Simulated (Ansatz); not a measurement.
The reference is TlBr in the CsCl type structure (space group Pm-3m, No. 221; a = 3.915 Å).

All numbers come from plane-wave PAW DFT at the PBEsol level (Ansatz, an electronic-structure program, 420 eV), no spin-orbit coupling, earlier PAW set.

One change was made to it. Results:

The density grows by 2.13 g/cm³ to 10.00 g/cm³; the band gap changes from 1.59 eV to zero; the shortest interatomic distance shrinks by 0.372 Å, from 3.390 Å to 3.018 Å.

### Question
Name the change that was made.
A) Tl → Lu
B) Br → F
C) Br → Cl

### Answer
A, Tl → Lu. For comparison, the band gap in the other runs: Br → F gives 1.10 eV; Br → Cl gives 1.80 eV.

Spin-orbit coupling, missing from the scalar runs, can matter with Tl. Stability against distortions was not tested. As relaxed here, LuBr and TlF are hypothetical phases, not in the database extracts checked. All final runs are without spin polarisation.
